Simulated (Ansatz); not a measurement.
Ansatz (a first-principles code), DFT, PBE, plane waves, its default PAW files: fcc Cu, atoms displaced (Cu32), 32 atoms. Basis and mesh were picked for this test and aren't claimed converged.

```
Property                                                Result
-----------------------------  -------------------------------
cell                           7.23, 7.23, 7.23 Å; 90, 90, 90°
distance to the nearest atom                    2.44 to 2.54 Å
task                                              single point
k mesh                                                   3×3×3
hamiltonian.xc                                             pbe
kind of files                                              paw
scf.occupations.method                             fermi_dirac
scf.occupations.width                                   0.1 eV
output.forces                                             true
memory maximum (--max-ram)                              200GiB
accuracy                                      medium (default)
basis.precision                                 auto (default)
basis.xc_grid                                      2 (default)
scf.eigensolver.kind                            auto (default)
scf.mixing.algorithm                            auto (default)
scf.mixing.preconditioner                       auto (default)
scf.convergence.dr2_threshold            3.77933e-07 (default)
scf.lower_state_search                         light (default)
k-points after symmetry                                     14
bands at the start                                         336
electrons                                                  608
plane waves at Γ                                          7249
cutoff (eV)                                                420
FFT grid                                              50×50×50
symmetry operations                                          1
```

It runs on a single node (AMD EPYC (Zen 5), 96 cores on 1 socket, no SMT, 12 L3 cache groups).

Each time is the median wall time of two to five repeats, run one at a time on the otherwise empty machine; start-up is included. Unless noted, each process is bound to its own block of adjacent cores. Build: release build for x86-64 with AVX-512, one process with threads. Other compilers and libraries give other times. Scratch files lie in a memory file system. The time of a restarted run leaves out the earlier run that it starts from.

All on 32 threads. Base settings, kept where nothing else is said: earlier_run = none (default) (scf.initial_density.chi_scale, scf.initial_density.normalization, checkpoint.read, checkpoint.density_extrapolation, kpoints.initial_grid not set). The settings tried:
- checkpoint.read = first.ck, earlier_run = first_atom_moved_ang=0.3 orbitals_saved=false
- the base settings
- checkpoint.read = first.ck, earlier_run = first_atom_moved_ang=0 orbitals_saved=false hamiltonian.xc=lda
- checkpoint.read = first.ck, earlier_run = first_atom_moved_ang=0.1 orbitals_saved=false
- checkpoint.read = first.ck, earlier_run = first_atom_moved_ang=0.1 orbitals_saved=false, checkpoint.density_extrapolation = follow_atoms
- checkpoint.read = first.ck, earlier_run = first_atom_moved_ang=0.1 orbitals_saved=false, checkpoint.density_extrapolation = none
- scf.initial_density.chi_scale = 0, scf.initial_density.normalization = cell
- scf.initial_density.chi_scale = 0.1
- checkpoint.read = first.ck, earlier_run = first_atom_moved_ang=0 orbitals_saved=false kpoints.mp_grid.grid=1×1×1
- checkpoint.read = first.ck, earlier_run = first_atom_moved_ang=0.03 orbitals_saved=false
- kpoints.initial_grid = auto
- checkpoint.read = first.ck, earlier_run = first_atom_moved_ang=0 orbitals_saved=false scf.convergence.dr2_threshold=0.001
- checkpoint.read = first.ck, earlier_run = first_atom_moved_ang=0 orbitals_saved=true scf.convergence.dr2_threshold=0.001
- checkpoint.read = first.ck, earlier_run = first_atom_moved_ang=0.03 orbitals_saved=true, checkpoint.density_extrapolation = none

**Question.** Name the extremes: fewest SCF iterations, shortest time, and any that don't converge.

**Answer.** Fewest SCF iterations, with those close behind: checkpoint.read = first.ck, earlier_run = first_atom_moved_ang=0 orbitals_saved=false scf.convergence.dr2_threshold=0.001 (3); checkpoint.read = first.ck, earlier_run = first_atom_moved_ang=0 orbitals_saved=true scf.convergence.dr2_threshold=0.001 (4). Shortest time: checkpoint.read = first.ck, earlier_run = first_atom_moved_ang=0 orbitals_saved=true scf.convergence.dr2_threshold=0.001, 2.9 s. All converged. In the base run the program took: scf.mixing.algorithm MSR1, scf.mixing.preconditioner Kerker, scf.eigensolver.kind band_cg, --slots 14, --kpoint-pools 1.

| setting | SCF iterations | applications of H to a band | wall time |
|---|---|---|---|
| checkpoint.read = first.ck, earlier_run = first_atom_moved_ang=0 orbitals_saved=true scf.convergence.dr2_threshold=0.001 | 4 | 37778 | 2.9 s |
| checkpoint.read = first.ck, earlier_run = first_atom_moved_ang=0 orbitals_saved=false scf.convergence.dr2_threshold=0.001 | 3 | 54894 | 3.5 s |
| the base settings | 6 | 67587 | 4.1 s |
| checkpoint.read = first.ck, earlier_run = first_atom_moved_ang=0.03 orbitals_saved=false | 7 | 77897 | 4.5 s |
| checkpoint.read = first.ck, earlier_run = first_atom_moved_ang=0 orbitals_saved=false hamiltonian.xc=lda | 8 | 81156 | 4.8 s |
| checkpoint.read = first.ck, earlier_run = first_atom_moved_ang=0.1 orbitals_saved=false, checkpoint.density_extrapolation = follow_atoms | 9 | 88136 | 5.1 s |
| checkpoint.read = first.ck, earlier_run = first_atom_moved_ang=0.1 orbitals_saved=false | 9 | 88136 | 5.1 s |
| checkpoint.read = first.ck, earlier_run = first_atom_moved_ang=0 orbitals_saved=false kpoints.mp_grid.grid=1×1×1 | 9 | 89759 | 5.4 s |
| scf.initial_density.chi_scale = 0, scf.initial_density.normalization = cell | 10 | 94910 | 5.4 s |
| scf.initial_density.chi_scale = 0.1 | 10 | 94910 | 5.4 s |
| kpoints.initial_grid = auto | 18 | 93068 | 5.7 s |
| checkpoint.read = first.ck, earlier_run = first_atom_moved_ang=0.3 orbitals_saved=false | 11 | 113581 | 6.2 s |
| checkpoint.read = first.ck, earlier_run = first_atom_moved_ang=0.03 orbitals_saved=true, checkpoint.density_extrapolation = none | 14 | 128999 | 7.5 s |
| checkpoint.read = first.ck, earlier_run = first_atom_moved_ang=0.1 orbitals_saved=false, checkpoint.density_extrapolation = none | 19 | 208003 | 12 s |

Keys are those of Ansatz 0.2.
